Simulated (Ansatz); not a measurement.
Consider TiS in the CsCl type structure (space group Pm-3m, No. 221; a = 3.011 Å; a hypothetical phase, not in the database extracts checked; relaxed with 0.1 eV smearing). Axes: x, y, z lie along the cube axes.

Method: PBEsol (Ansatz, an electronic-structure program), no SOC.

Now apply this change: uniaxial strain ε_xx = −0.61 %, all other strain components held at zero, atoms relaxed at fixed cell.

### Question
How does this affect the energy relative to the base and stress?

### Answer
The energy rises by 0.6 meV/atom; the stress (xx, yy, zz, yz, xz, xy; compression positive) is (2.4, 0.2, 0.2, 0.0, 0.0, 0.0) GPa.

No phonon test of stability was made. The final runs are not spin-polarised.
